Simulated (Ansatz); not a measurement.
An Ansatz (an electronic-structure program) input (DFT with PBEsol, PAW potentials and a 420 eV plane-wave cutoff in Ansatz, spin-orbit coupling left out):

Ansatz 0.2 input:
```yaml
crystal:
  lattice:
    - [5.0400141162, 0, 0]
    - [0, 8.4134520681, 0]
    - [-2.5101945117, 0, 4.4603563908]
  atoms:
    - { symbol: Al, position: [0.41367125, 0.9327731266, 0.6689516094] }
    - { symbol: Al, position: [0.58632875, 0.4327731266, 0.3310483906] }
    - { symbol: P, position: [0.2578326871, 0.5582629493, 0.674238154] }
    - { symbol: P, position: [0.7421673129, 0.0582629493, 0.325761846] }
    - { symbol: O, position: [0.4495711666, 0.4544810655, 0.5829023881] }
    - { symbol: O, position: [0.5504288334, 0.9544810655, 0.4170976119] }
    - { symbol: O, position: [0.9186808258, 0.542377785, 0.4445888386] }
    - { symbol: O, position: [0.0813191742, 0.042377785, 0.5554111614] }
    - { symbol: O, position: [0.349529195, 0.7323215225, 0.6897815256] }
    - { symbol: O, position: [0.650470805, 0.2323215225, 0.3102184744] }
    - { symbol: O, position: [0.6899269835, 0.003083551, 0.0183340091] }
    - { symbol: O, position: [0.3100730165, 0.503083551, 0.9816659909] }
basis: { ecutwfc: 420, ecutrho_ratio: 4, xc_grid: 2, fft_grid_basis: typed }
kpoints: { mp_grid: { grid: [6, 3, 6] } }
hamiltonian:
  xc: pbesol
  dispersion: none
  pseudopotentials: { kind: paw }
scf: { occupations: { method: fermi_dirac, width: 0.05 }, convergence: { dr2_threshold: 0.0000000012 } }
output: { forces: true, stress: true }
```

Problem. Which symmetry and how many k-points will the program report, and about how many plane waves at Γ?

Solution. Space group P21 (ITA 4) with 2 operations, k-points 40 of 108, and 3731 plane waves at Γ.

Whether these cells are dynamically stable was not tested. The cell is AlPO4 (space group P2_1, No. 4).
